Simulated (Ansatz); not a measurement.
Results of r²SCAN (Ansatz, a quantum-chemistry and plane-wave program, PAW) for MgZn₂ (P6₃/mmc, No. 194).

Numerical settings: plane-wave cutoff 560 eV, 12×12×8 k mesh (along the axes of the cell as run), Fermi–Dirac smearing 0.05 eV, scalar-relativistic PAW data made under PBE.

Computed at the level's own relaxed cell.

### Question
Give the computed pressure derivative B′ of the bulk modulus, c axis length and bulk modulus B0.

### Answer

- pressure derivative B′ of the bulk modulus: 4.7
- c axis length: 8.409 Å
- bulk modulus B0: 75.0 GPa

The run finds no gap.

Note: the volume lies 5 % below that of the published cell; the bulk modulus comes from volumes at which shape and atoms were relaxed.

Static lattice: no zero-point or thermal effects.

It cost very roughly 50 core-minutes of CPU time.
